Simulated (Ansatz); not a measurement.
Take ZrN in the rock salt structure (space group Fm-3m, No. 225; a = 4.596 Å; relaxed with 0.1 eV smearing) as the base.

(Cell as relaxed with PBE.)

Levels (all Ansatz, a program for electronic structure, PAW, earlier PAW set): PBE (420 eV, without spin-orbit coupling); PBEsol (420 eV, scalar-relativistic without spin-orbit coupling).

Each level relaxes its own structure.

| base | PBE | PBEsol |
|---|---|---|
| volume per atom | 12.13 Å³ | 11.80 Å³ |
| lattice parameter a | 4.596 Å | 4.553 Å |
| band gap | zero | zero |

Now apply this change: an isotropic linear strain of −4.79 %, atoms relaxed at fixed cell.

| quantity | PBE | PBEsol |
|---|---|---|
| pressure | 50.2 GPa | ? |
| energy relative to the base (free energy F) | +0.229 eV/atom | ? |

**Question.** Predict the PBEsol column.

**Answer.** 
- pressure, PBEsol: 54.1 GPa
- energy relative to the base (free energy F), PBEsol: +0.240 eV/atom

PBE's pressure lies 3.9 GPa below PBEsol's; PBE's energy relative to the base lies 0.0111 eV/atom below PBEsol's. Neither level is exact; PBEsol is the comparison here, not a measurement.

Whether these cells are dynamically stable was not tested. All final runs are without spin polarisation. An odd electron count without spin: ZrN.
